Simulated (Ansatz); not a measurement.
Take SrCl$_{2}$ in the fluorite structure (space group Fm-3m, No. 225; a = 7.0410 Å) as the base.

Computed with Ansatz (an electronic-structure program) PBE, no SOC.

One change was made to it. Results:

The band gap increases by 0.175 eV (5.24 eV → 5.41 eV); the electron mass becomes 0.92 mₑ along k, 0.60 mₑ across (at X) (base: 0.38 mₑ (at Γ)); the gap character goes from indirect, X → Γ to direct at X; the lattice parameter a drops by 0.358 Å, from 7.041 Å to 6.683 Å; the width of the top valence band goes up by 0.21 eV (1.01 eV → 1.22 eV).

Question: What was done to the base?
A) pressure 3 GPa
B) pressure 1.5 GPa
C) pressure 7.5 GPa
D) pressure 0.7 GPa

Answer: C, pressure 7.5 GPa. For comparison, the electron mass in the other runs: pressure 3 GPa gives 0.97 mₑ along k, 0.63 mₑ across (at X); pressure 1.5 GPa gives 0.38 mₑ (at Γ); pressure 0.7 GPa gives 0.38 mₑ (at Γ).

Load acts through the strain it causes; cell and atoms are relaxed under it. Masses are band curvatures over ±0.01 Å⁻¹ around the edge. Along k means along the line from Γ to the band edge. Whether these cells are dynamically stable was not tested. No other phases were tried under pressure.
